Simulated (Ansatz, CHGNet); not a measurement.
How the equilibrium lattice constant a of TaN (model structure, started from the rocksalt type, Fm-3m, No. 225, 2 atoms in the cell) moves with the method

No measured value is used here.

Question: Put these levels in order of the equilibrium lattice constant a that they give for TaN (model structure, started from the rocksalt type, Fm-3m, No. 225, 2 atoms in the cell), smallest first: CHGNet-r²SCAN, LDA (Ansatz, a program for electronic structure), r²SCAN (Ansatz).

Answer: LDA (4.347 Å), r²SCAN (4.396 Å), CHGNet-r²SCAN (4.413 Å)

Density-functional levels without +SOC have no spin–orbit coupling. Cutoffs differ between the levels. Ansatz's density-functional and Hartree–Fock values are scalar-relativistic unless marked +SOC, with PAW data made under PBE.

Machine-learned potentials (CHGNet-r²SCAN) are trained on DFT data: a solid inside that data is no test of them.

A model structure was made by putting elements into a prototype or built by hand; it is no filed structure, need not be a known phase, and can be a saddle point held by its symmetry.
